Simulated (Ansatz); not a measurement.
For HfC (model structure, started from the CsCl type, Pm-3m, No. 221, 2 atoms in the cell), LDA (Ansatz, a first-principles code, plane waves, PAW) gives:

- lattice parameter a: 2.844 Å
- cohesive energy: 7.91 eV/atom

Q: What does r²SCAN+rVV10 (PAW; Ansatz) give for the same quantities?

A: 
- lattice constant a: 2.881 Å (increases by 1.3 %)
- cohesive energy: 6.86 eV/atom (drops by 1.05 eV/atom)

Changes are worked out from the printed values.

Unless a cell is named, each level is at its own relaxed cell (LDA 11.51, r²SCAN+rVV10 11.95 Å³/atom).

Levels without +SOC leave out spin–orbit coupling, which shifts energies and cells of such heavy elements.

Ansatz's density-functional and Hartree–Fock values are scalar-relativistic unless marked +SOC, with PAW data made under PBE.

A model structure was made by putting elements into a prototype or built by hand; it is no filed structure, need not be a known phase, and can be a saddle point held by its symmetry.
